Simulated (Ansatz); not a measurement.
Start from MgTe in the wurtzite structure (space group P6_3mc, No. 186; a = 4.608 Å, c = 7.501 Å).

Level of theory: Kohn–Sham DFT with the PBE functional, run in Ansatz (an electronic-structure program) with PAW and 420 eV plane waves, scalar-relativistic without spin-orbit coupling.

Base values:

The lattice parameter a comes out as 4.608 Å.

Modification: cell and atoms relaxed at a pressure of 5 GPa.

Task: Predict the new lattice parameter a.

Result: The lattice parameter a decreases by 0.1739 Å to 4.435 Å.

Load acts through the strain it causes; cell and atoms are relaxed under it. No phonon test of stability was made. Tetrahedral semiconductors of this kind turn to denser phases somewhere between about 1 and 50 GPa; those were not computed, so compressed cells here can lie past the real transition.
